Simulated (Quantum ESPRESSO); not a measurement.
A self-consistent single point of FeO2 (R3m, 12 atoms in the cell) with Quantum ESPRESSO.

Method: PBEsol+U, PSlibrary PAW (PBE) pseudopotentials (plane waves; Quantum ESPRESSO).

```
CELL_PARAMETERS angstrom
      2.90206     1.67551     4.57558
     -2.90206     1.67551     4.57558
      0.00000    -3.35101     4.57558
ATOMIC_POSITIONS crystal
  Fe 0.76043 0.76043 0.76043
  Fe 0.36943 0.36943 0.88510
  Fe 0.88510 0.36943 0.36943
  Fe 0.36943 0.88510 0.36943
  O  0.15515 0.62942 0.62942
  O  0.62942 0.15515 0.62942
  O  0.62942 0.62942 0.15515
  O  0.62320 0.62320 0.62320
  O  0.12721 0.12721 0.12721
  O  0.12753 0.12753 0.57354
  O  0.57354 0.12753 0.12753
  O  0.12753 0.57354 0.12753
```
Moments meant for the start (each program seeds them in its own way; μB, in the order of the atoms Fe Fe Fe Fe O O O O O O O O): 4.0 4.0 4.0 4.0 0.0 0.0 0.0 0.0 0.0 0.0 0.0 0.0.

Reference input (self-consistent single point, DFT, PBEsol+U, plane waves, PSlibrary PAW (PBE) pseudopotentials): ecutwfc = 55 Ry; ecutrho = 330 Ry; occupations = smearing; smearing = gaussian; degauss = 0.0036749 Ry; nspin = 2; input_dft = pbesol; potentials = {Fe: Fe.pbe-n-kjpaw_psl.1.0.0.UPF, O: O.pbe-n-kjpaw_psl.0.1.UPF}; K_POINTS = automatic 4 4 4 0 0 0; HUBBARD = ortho-atomic; U Fe-3d 5.3 eV; conv_thr = 1e-11 Ry; mixing_beta = 0.3. This run's input differs from it in these lines:

```diff
@@ -12,4 +12,4 @@
   ntyp = 2
-  ecutwfc = 55
-  ecutrho = 330
+  ecutwfc = 38
+  ecutrho = 228
   occupations = 'smearing'
```

Output, abridged:

```
     Self-consistent Calculation

     iteration #  1     ecut=    38.00 Ry     beta= 0.30

     =================== HUBBARD OCCUPATIONS ===================
     ------------------------ ATOM    1 ------------------------
     Tr[ns(  1)] (up, down, total) =   4.81758  0.33400  5.15158
     Atomic magnetic moment for atom   1 =   4.48358
     SPIN  1
     eigenvalues:
       0.941  0.941  0.961  0.987  0.987
     SPIN  2
     eigenvalues:
       0.041  0.041  0.084  0.084  0.084
   [... 3 blocks of this kind left out ...]

     Number of occupied Hubbard levels =   19.4907

     total energy              =    -883.77080704 Ry
   [... lines left out ...]
     atom   2 (R=0.133)  charge=  4.8530  magn=  3.1710
     atom   3 (R=0.133)  charge=  4.8530  magn=  3.1710
     atom   4 (R=0.133)  charge=  4.8530  magn=  3.1710
     atom   5 (R=0.133)  charge=  5.0332  magn=  0.1068
     atom   6 (R=0.133)  charge=  5.0332  magn=  0.1068
     atom   7 (R=0.133)  charge=  5.0332  magn=  0.1068
     atom   8 (R=0.133)  charge=  5.0319  magn=  0.1396
     atom   9 (R=0.133)  charge=  4.9558  magn=  0.1495
     atom  10 (R=0.133)  charge=  4.9428  magn=  0.0437
     atom  11 (R=0.133)  charge=  4.9428  magn=  0.0437
     atom  12 (R=0.133)  charge=  4.9428  magn=  0.0437
     End of self-consistent calculation

     =================== HUBBARD OCCUPATIONS ===================
     ------------------------ ATOM    1 ------------------------
     Tr[ns(  1)] (up, down, total) =   4.93600  0.84477  5.78077
     Atomic magnetic moment for atom   1 =   4.09123
     SPIN  1
     eigenvalues:
       0.982  0.982  0.985  0.994  0.994
     SPIN  2
     eigenvalues:
       0.106  0.106  0.190  0.221  0.221

     Number of occupied Hubbard levels =   23.3783

     the Fermi energy is     6.6049 ev

!    total energy              =    -885.85150713 Ry
     estimated scf accuracy    <          6.4E-12 Ry
     smearing contrib. (-TS)   =      -0.00000000 Ry
     internal energy E=F+TS    =    -885.85150713 Ry

     Hubbard energy            =       0.79158012 Ry

   [... lines left out ...]
     total magnetization       =    16.00 Bohr mag/cell
     absolute magnetization    =    16.54 Bohr mag/cell
   [... lines left out ...]

     Total force =     0.052977     Total SCF correction =     0.000006

          total   stress  (Ry/bohr**3)                   (kbar)     P=      -17.28
  -0.00009829  -0.00000000   0.00000000          -14.46       -0.00        0.00
   0.00000000  -0.00009829   0.00000000            0.00      -14.46        0.00
   0.00000000   0.00000000  -0.00015573            0.00        0.00      -22.91

   JOB DONE.
```

The run converged in 36 iterations. Against the reference run the free energy rises by 68.0 meV/atom, the pressure goes from 4.82 to -1.73 GPa, the largest force goes from 0.485 to 0.496 eV/Å and the size of the net moment stays at 1.33 μB/atom.

The starting cell comes from a database of computed structures (which also holds hypothetical and non-ambient phases and stackings), without a prior relaxation at this level. Its lattice was rescaled by a random factor within 2.5 % of one. The magnetic order is the one reached from the typed start; others were not searched systematically. With U or open f shells several self-consistent states can exist. At the lowered cutoff the pressure carries the error of an incomplete plane-wave basis.

Cost on one core of a shared machine: roughly 6 min.
